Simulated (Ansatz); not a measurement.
Starting structure for a constructed model of the (100) surface of rock-salt TiC, a layer of Cu, one atom over each C (bottom of the slab: a bare face, its two planes held).

```yaml
crystal:
  lattice:
    - [3.06391, 0.00000, 0.00000]
    - [0.00000, 3.06391, 0.00000]
    - [0.00000, 0.00000, 29.50000]
  atoms:
    - { symbol: C, position: [0.00000, 0.00000, 0.27911] }
    - { symbol: Ti, position: [0.50000, 0.50000, 0.27911] }
    - { symbol: C, position: [0.50000, 0.50000, 0.35255] }
    - { symbol: Ti, position: [0.00000, 0.00000, 0.35255] }
    - { symbol: C, position: [0.00000, 0.00000, 0.42599] }
    - { symbol: Ti, position: [0.50000, 0.50000, 0.42599] }
    - { symbol: C, position: [0.50000, 0.50000, 0.49943] }
    - { symbol: Ti, position: [0.00000, 0.00000, 0.49943] }
    - { symbol: C, position: [0.00000, 0.00000, 0.57287] }
    - { symbol: Ti, position: [0.50000, 0.50000, 0.57287] }
    - { symbol: C, position: [0.50000, 0.50000, 0.64631] }
    - { symbol: Ti, position: [0.00000, 0.00000, 0.64631] }
    - { symbol: Cu, position: [0.50000, 0.50000, 0.72089] }
```

Computed with PBE (plane waves to 420 eV, PAW; Ansatz, a first-principles code).

Model: 13-atom slab, 13.0 Å thick at the start with caps and adatoms (thin: gaps and levels are the slab's own), 12x12x1 mesh, Fermi-Dirac 0.1 eV, dipole correction, 4 atoms held, the rest relaxed; symmetry of the start imposed; no spin, no spin-orbit, no U. Held atoms (counted from 1): 1, 2, 3, 4.

Question: Which atoms move most when this structure relaxes, how far, and what energy is gained?

Answer: the energy falls by 0.25 eV. In PBE it is, or lies within 0.01 eV a 1x1 cell of, the lowest of the 2 structures of its composition computed so far; subsurface sites and larger cells were not tried. Moves over a fifth of the largest (Å, atoms counted from 1):

```csv
atom,Δx,Δy,Δz
Cu13,0.00,0.00,-0.28
Ti12,0.00,0.00,-0.08
```

Path of the relaxation:

```
step  E − E_final (eV)  largest force component (eV/Å)
----  ----------------  ------------------------------
1                0.250                           1.328
2                0.089                           1.031
3                0.061                           1.264
4                0.001                           0.096
5                0.000                           0.009
6                0.000                           0.009
```
